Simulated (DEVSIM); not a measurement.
System: Schottky contact on p-type Ge, at 250 K.

```csv
layer (left to right),material,thickness (μm),Na (cm⁻³),τn (s),τp (s)
1,Ge,3.80,5.3e15,0.00022,0.00022
2,Ge,1.60,1.4e18,0.00022,0.00022
```

Left contact: Schottky, work function 4.204 eV, emission velocity 8.5e6 cm/s. Right contact: ohmic. Voltage is applied to the left contact. Recombination: SRH at mid-gap, Auger. Mobility is μmin + (μ − μmin)/(1 + (N/Nref)^α).

This is a model device: material constants are rounded textbook-type values typed into the input, and sizes, dopings and lifetimes were drawn at random. Values at 300 K; Nc and Nv go as T^1.5, mobilities as T to minus their exponent, the gap by Varshni's rule with the affinity fixed.

```tsv
parameter	Ge
gap (eV)	0.664
affinity (eV)	4
permittivity	16
Nc (cm⁻³)	1.04e19
Nv (cm⁻³)	6e18
μn (cm²/Vs)	3900
μp (cm²/Vs)	1900
μn,min	150
μp,min	100
Nref,n	2.6e17
Nref,p	4e17
αn	0.56
αp	0.6
T exponent of μn	1.66
T exponent of μp	2.33
Cn (cm⁶/s)	1e-31
Cp (cm⁶/s)	1e-31
Varshni α (eV/K)	0.000477
Varshni β (K)	235
```

DEVSIM, 1D drift-diffusion, Boltzmann statistics, complete ionisation; no tunnelling, impact ionisation, image-force lowering or self-heating. Metal contacts follow the ideal Schottky-Mott rule: no Fermi-level pinning, no interface dipoles.

Base results: potential step across the device at zero bias (V) 0.453; dark forward voltage at 100 A/cm² (V) 0.267.

**Question.** What follows from this one change: doping Na of layer 1 5.3e+15 → 1.6e+16 cm^-3?

**Answer.** potential step across the device at zero bias little changed (0.453 V); dark forward voltage at 100 A/cm² 0.267 → 0.251 V.

**Question.** What follows from this one change: temperature 250 → 400 K?

**Answer.** potential step across the device at zero bias 0.453 → 0.355 V; dark forward voltage at 100 A/cm² 0.267 → 0.082 V.
